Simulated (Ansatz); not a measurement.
A computed series for hypothetical P6_422 GaN: carrier doping

The reference is GaN (space group P6_422, No. 181; a = 3.1251 Å, c = 7.3587 Å; a hypothetical phase, not in the database extracts checked).

Carriers are added at fixed cell with a uniform background; the Fermi–Dirac width is that of 300 K.

Level of theory: Ansatz (an electronic-structure program), PBEsol, PAW, cutoff 420 eV, no spin-orbit coupling.

Candidates:
(a) electrons 3.0×10^21 cm⁻³
(b) holes 1.0×10^22 cm⁻³
(c) holes 3.0×10^21 cm⁻³

Notes on the quantities. Fermi level from band edge: Fermi level relative to the doped band's edge (positive inside the band; to 0.05 eV).

Order them by Fermi level from band edge, highest first.

(a) electrons 3.0×10^21 cm⁻³ (+1.75 eV), (b) holes 1.0×10^22 cm⁻³ (+0.50 eV), (c) holes 3.0×10^21 cm⁻³ (+0.25 eV)

Charged cell with a jellium background: band edges are those of the host's band count, energies are not comparable with the neutral cell, and many-body gap narrowing is missing. Whether these cells are dynamically stable was not tested. The base started in P3_121 and relaxed to P6_422 at this level.
